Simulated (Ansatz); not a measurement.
**PtCu (R-3m): band-structure transport figures**

Given:

```yaml
crystal:
  lattice:
    - [1.34639, 0.77734, 4.26595]
    - [-1.34639, 0.77734, 4.26595]
    - [0.00000, -1.55467, 4.26595]
  atoms:
    - { symbol: Cu, position: [0.00000, 0.00000, 0.00000] }
    - { symbol: Pt, position: [0.50000, 0.50000, 0.50000] }
```

Level of theory: r2SCAN, rigid bands (plane waves, PAW, scalar-relativistic; Ansatz, an electronic-structure program). Condition of this run: functional r2SCAN on the same cell. Cell: cell and atoms relaxed with PBEsol.

```json
{
 "density of states at the Fermi level": "0.726 states/(eV·cell), both spins",
 "bare Sommerfeld coefficient": "0.86 mJ/(mol of atoms·K²)",
 "drude_plasma_energy": "8.2 (x), 8.2 (y), 5.3 (z) eV",
 "root-mean-square Fermi velocity": "8.7e5 m/s",
 "resistivity times τ": "7.3 (x), 7.3 (y), 17.7 (z) ×10⁻²² Ω·m·s"
}
```

A metal at this level (no band gap); rigid bands, thermally averaged at 300 K, both spins. Spin-orbit coupling is left out, which matters with elements this heavy. τ is one relaxation time for all states.

Computed structure, not matched to a measured one here, so possibly hypothetical: PtCu (R-3m).
